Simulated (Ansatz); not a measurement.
ZnO (P4₂/mnm, No. 136, 8 atoms in the cell; start mp-1093993; a measured phase of this formula has another space group) was calculated with r²SCAN+rVV10 (plane waves, PAW; Ansatz, an electronic-structure program).

Input:

Ansatz 0.2 input:
```yaml
crystal:
  lattice:
    - [5.4867762081, 0.0, 0.0]
    - [0.0, 5.4867762081, 0.0]
    - [0.0, 0.0, 3.2484337633]
  atoms:
    - { symbol: Zn, position: [0.1821881323, 0.1821881323, 0.5] }
    - { symbol: Zn, position: [0.8178118677, 0.8178118677, 0.5] }
    - { symbol: Zn, position: [0.3178118677, 0.6821881323, 0.0] }
    - { symbol: Zn, position: [0.6821881323, 0.3178118677, 0.0] }
    - { symbol: O, position: [0.8171106243, 0.1828893757, 0.5] }
    - { symbol: O, position: [0.1828893757, 0.8171106243, 0.5] }
    - { symbol: O, position: [0.3171106243, 0.3171106243, 0.0] }
    - { symbol: O, position: [0.6828893757, 0.6828893757, 0.0] }
basis:
  ecutwfc: 560
  ecutrho_ratio: 4
  xc_grid: 3
kpoints:
  mp_grid: { grid: [6, 6, 10] }
  band_path:
    path:
      - [0.0, 0.0, 0.0]
      - [0.0, 0.1, 0.0]
      - [0.0, 0.2, 0.0]
      - [0.0, 0.3, 0.0]
      - [0.0, 0.4, 0.0]
      - [0.0, 0.5, 0.0]
      - [0.1, 0.5, 0.0]
      - [0.2, 0.5, 0.0]
      - [0.3, 0.5, 0.0]
      - [0.4, 0.5, 0.0]
      - [0.5, 0.5, 0.0]
      - [0.428571, 0.428571, 0.0]
      - [0.357143, 0.357143, 0.0]
      - [0.285714, 0.285714, 0.0]
      - [0.214286, 0.214286, 0.0]
      - [0.142857, 0.142857, 0.0]
      - [0.071429, 0.071429, 0.0]
      - [0.0, 0.0, 0.055556]
      - [0.0, 0.0, 0.111111]
      - [0.0, 0.0, 0.166667]
      - [0.0, 0.0, 0.222222]
      - [0.0, 0.0, 0.277778]
      - [0.0, 0.0, 0.333333]
      - [0.0, 0.0, 0.388889]
      - [0.0, 0.0, 0.444444]
      - [0.0, 0.0, 0.5]
      - [0.0, 0.1, 0.5]
      - [0.0, 0.2, 0.5]
      - [0.0, 0.3, 0.5]
      - [0.0, 0.4, 0.5]
      - [0.0, 0.5, 0.5]
      - [0.1, 0.5, 0.5]
      - [0.2, 0.5, 0.5]
      - [0.3, 0.5, 0.5]
      - [0.4, 0.5, 0.5]
      - [0.5, 0.5, 0.5]
      - [0.428571, 0.428571, 0.5]
      - [0.357143, 0.357143, 0.5]
      - [0.285714, 0.285714, 0.5]
      - [0.214286, 0.214286, 0.5]
      - [0.142857, 0.142857, 0.5]
      - [0.071429, 0.071429, 0.5]
      - [0.0, 0.5, 0.055556]
      - [0.0, 0.5, 0.111111]
      - [0.0, 0.5, 0.166667]
      - [0.0, 0.5, 0.222222]
      - [0.0, 0.5, 0.277778]
      - [0.0, 0.5, 0.333333]
      - [0.0, 0.5, 0.388889]
      - [0.0, 0.5, 0.444444]
      - [0.5, 0.5, 0.055556]
      - [0.5, 0.5, 0.111111]
      - [0.5, 0.5, 0.166667]
      - [0.5, 0.5, 0.222222]
      - [0.5, 0.5, 0.277778]
      - [0.5, 0.5, 0.333333]
      - [0.5, 0.5, 0.388889]
      - [0.5, 0.5, 0.444444]
    npoints: 1
hamiltonian:
  xc: r2scan
  dispersion: rvv10
  pseudopotentials: { kind: paw }
scf:
  occupations: { method: fermi_dirac, width: 0.01 }
  convergence: { dr2_threshold: 0.0000000008 }
output:
  forces: true
  stress: true
  eigenvalues: true
  write_bands: true
```

From the output:

```
Crystal: 8 atoms, lattice volume = 97.793 Å³
Basis set: ecut = 560 eV, 2977 PW (Γ), exchange–correlation on 135×135×81 points (27 copies of the dense FFT grid, shifted against one another)
Bands: 44, of which v1, the nominal top of the filled ones, is band 36 counted from 1 (35 counted from 0)
Symmetry: 16 space group operations
Space group: P42/mnm (ITA 136), of the structure as read, at distance tolerance 4.6e-5 Å
k-points: 60 of 360
Functional: x = r2scan, c = r2scan + rvv10(b = 11.95, C = 0.0093); τ floored in thin density (d = 2e-4 eV/Å³)
SCF iter   1: F=—  HF=-15573.781853 eV  |F-HF|=—  |Δ(HF+E_count)|=         —  Δρ=1.94e-2  dr2=1.67e-1  dr2_τ=1.87e-1
SCF iter   2: F=—  HF=-15573.842235 eV  |F-HF|=—  |Δ(HF+E_count)|=   6.04e-2  Δρ=4.64e-3  dr2=1.60e-2  dr2_τ=1.21e-3
  ...
SCF iter   8: F=—  HF=-15573.834452 eV  |F-HF|=—  |Δ(HF+E_count)|=   2.49e-7  Δρ=1.03e-5  dr2=9.96e-8  dr2_τ=4.10e-9
SCF iter   9: F=-15573.834452 eV  HF=-15573.834452 eV  |F-HF|=3.44e-10  |Δ(HF+E_count)|=   1.98e-8  Δρ=7.31e-7  dr2=6.48e-10  dr2_τ=2.41e-11
SCF 1 converged in 9 iterations: F = -15573.834452 eV  dr2 = 6.48e-10
SCF converged after 9 iterations
Free energy (F): -15573.834452 eV
Internal energy: -15573.834452 eV  (E = F + TS)
E sigma→0 (E₀):  -15573.834452 eV
Fermi energy:    7.191442 eV
--- Stress (GPa, compression-positive) ---
        0.001658       0.000000       0.000000
        0.000000       0.001658       0.000000
        0.000000       0.000000       0.012621
  P = ⅓ Tr σ = 0.0053 GPa (0.053 kbar)
```

The PAW data were made under PBE.

A start named mp-… is a Materials Project structure, which need not be a measured phase.
